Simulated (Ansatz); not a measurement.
Consider MgInGaO4 (space group R3m, No. 160; a hypothetical phase, not in the database extracts checked).

```xyz
7
Lattice="1.6719 0.9653 8.4331 -1.6719 0.9653 8.4331 0.0000 -1.9305 8.4331" Properties=species:S:1:pos:R:3 pbc="T T T"
In     0.0000     0.0000    25.2481
Ga     0.0000     0.0000     5.3728
Mg     0.0000     0.0000    19.8468
O      0.0000     0.0000     3.4178
O      0.0000     0.0000    22.1630
O      0.0000     0.0000     7.3006
O      0.0000     0.0000    17.8485
```

Cartesian axes are those of the cell as printed.

Perturbation: tensile biaxial strain of 3.36 % in the plane normal to [001], as in epitaxy on a mismatched substrate; the out-of-plane cell vector and the atoms relax.

Levels (all Ansatz, an electronic-structure program, PAW): PBEsol (420 eV, scalar-relativistic without spin-orbit coupling); HSE06 (420 eV, without spin-orbit coupling).

The geometry is relaxed with PBEsol.

PBEsol lowest conduction level above the VBM at special points: Γ 1.81 eV; T 3.03 eV; L 5.44 eV

Problem. What does HSE06 give at this geometry for the lowest conduction level above the VBM at special points?

Solution. The lowest conduction level above the VBM at special points goes from Γ 1.81 eV; T 3.03 eV; L 5.44 eV to Γ 3.39 eV; T 4.53 eV; L 7.26 eV.

Single points use the geometry relaxed with PBEsol. HSE06 was sampled on its mesh, a few special points and the semilocal edge points, so its gap is an upper bound. The levels and masses belong to the bands next to the band gap. Whether these cells are dynamically stable was not tested.
